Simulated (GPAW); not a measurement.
Input and output of a self-consistent single point for CsSbO3 (Pm-3m, 5 atoms in the cell) (GPAW).

Method: LDA (Perdew-Wang 92), GPAW PAW datasets LDA (gpaw-data 1.0.1) (plane waves; GPAW).

```
CsSbO3
1.0
    4.21598     0.00000     0.00000
    0.00000     4.21598     0.00000
    0.00000     0.00000     4.21598
Cs Sb O
1 1 3
Cartesian
  0.00000   0.00000   0.00000
  2.10799   2.10799   2.10799
  2.10799   2.10799   0.00000
  0.00000   2.10799   2.10799
  2.10799   0.00000   2.10799
```

Reference input (self-consistent single point, DFT PBEsol, plane waves, GPAW PAW datasets PBEsol (made by gpaw-setup)): mode = pw; ecut = 900 eV; xc = PBEsol; kpts = 8 8 8; mesh shift (steps) = 0 0 0; occupations.name = fermi-dirac; occupations.width = 0.1 eV; nbands = -11; symmetry.symmorphic = false; symmetry.tolerance = 0.0005; maxiter = 120. This run's input differs from it in these lines:

```diff
@@ -16,3 +16,3 @@
 calc = GPAW(mode=PW(900),
-            xc='PBEsol',
+            xc='LDA',
             kpts={'size': (8, 8, 8), 'gamma': True},
```

Its files differ too (potentials: GPAW PAW datasets LDA (gpaw-data 1.0.1)).

The program printed (abridged):

```
     iter     time        total  log10-change:
                         energy   eigst   dens
iter:   1 --:--:--   -34.728867
iter:   2 --:--:--   -33.695410   -0.45  -0.96
iter:   3 --:--:--   -31.055818   -0.84  -1.03
iter:   4 --:--:--   -31.174126   -1.00  -1.34
iter:   5 --:--:--   -30.697099   -1.66  -1.50
iter:   6 --:--:--   -30.695682   -3.32  -1.97
iter:   7 --:--:--   -30.702657c  -3.31  -2.05
iter:   8 --:--:--   -30.704221c  -3.91  -2.18
iter:   9 --:--:--   -30.972463   -1.89  -2.24
iter:  10 --:--:--   -31.068937   -2.63  -1.65
iter:  11 --:--:--   -30.689797   -1.69  -1.59
iter:  12 --:--:--   -30.690195   -3.27  -2.82
iter:  13 --:--:--   -30.690865c  -4.17  -2.96
iter:  14 --:--:--   -30.689476c  -4.00  -2.81
iter:  15 --:--:--   -30.689559c  -5.45  -3.35
iter:  16 --:--:--   -30.689633c  -5.48  -3.41
iter:  17 --:--:--   -30.689734c  -5.44  -3.55
iter:  18 --:--:--   -30.689698c  -6.24  -3.57
iter:  19 --:--:--   -30.689739c  -5.77  -3.77
iter:  20 --:--:--   -30.689750c  -6.17  -3.69
iter:  21 --:--:--   -30.689669c  -6.27  -3.87
iter:  22 --:--:--   -30.689680c  -7.41c -4.46c
Converged after 22 iterations.

Dipole moment: (0.000000, 0.000000, 0.000000) |e|*Ang

Energy contributions relative to reference atoms: (reference = -393850.425777)

Kinetic:        +18.113124
Potential:      -14.765677
External:        +0.000000
XC:             -34.353137
Entropy (-ST):   -0.061239
Local:           +0.346630
SIC:             +0.000000
--------------------------
Free energy:    -30.720299
Extrapolated:   -30.689680

Showing only first 2 kpts
 Kpt  Band  Eigenvalues  Occupancy
  0    19      5.72096    1.81213
  0    20      5.72096    1.81213
  0    21      5.72096    1.81213
  0    22     12.84067    0.00000

  1    19      5.65788    1.89543
  1    20      5.65788    1.89543
  1    21      5.66225    1.89101
  1    22     13.05041    0.00000

Fermi level: 5.94761

No gap
No difference between direct/indirect transitions
Energy (eV): -30.68968

Forces in eV/Ang:
  0 Cs    0.00000    0.00000    0.00000
  1 Sb    0.00000    0.00000    0.00000
  2 O     0.00000   -0.00000   -0.00000
  3 O    -0.00000    0.00000    0.00000
  4 O     0.00000    0.00000    0.00000

Stress tensor:
     0.064045    -0.000000     0.000000
    -0.000000     0.064045     0.000000
     0.000000     0.000000     0.064045
Stress (GPa, Voigt): [10.2611 10.2611 10.2611  0.      0.     -0.    ]
```

The run converged in 22 iterations. GPAW prints stress with tension positive. 

At such cutoffs GPAW's stress carries a finite-basis (Pulay) error, which enters relaxed cells too; its log prints stress with tension positive.

The starting cell comes from a database of computed structures (which also holds hypothetical and non-ambient phases and stackings), without a prior relaxation at this level. Its lattice was rescaled by a random factor within 2.5 % of one. The run gives no clean gap (levels at the Fermi energy touch, overlap or are partly filled at this smearing), which alone does not show that the compound is a metal.

Cost on one core of a shared machine: roughly 60 s.
